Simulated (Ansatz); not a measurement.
Structures of equal composition on the (111)A surface of zinc-blende AlAs (Al plane on top): 2x2 In adatom at H3; 2x2 In adatom at T4. The slabs share one bottom face, and each structure is named by its start. These are constructed structures in small cells; real faces may alloy, dewet or reconstruct in larger ones, and not all known structures of the face are among them. Slabs of about 14 Å, Fermi-Dirac smearing of 0.025 eV. Bottom of the slabs: H caps. Relaxed from the named starts with such symmetry as they have, on meshes of like density; energies extrapolated to zero smearing; spin only where a row says so; no spin-orbit coupling, no U. Brackets mark spin-polarised runs, whose order is one that fits the cell. Where a second, spin-polarised start was run, the lower counts.

The numbers are results of PBE (plane waves to 420 eV, PAW; Ansatz, a first-principles code), not measurements.

**Question.** Rank these by energy per 1x1 cell (lowest first), as PBE gives it.

**Answer.** 2x2 In adatom at T4 (0.000 eV, gap 0.35 eV on the mesh), 2x2 In adatom at H3 (0.031 eV, gap 0.29 eV on the mesh)
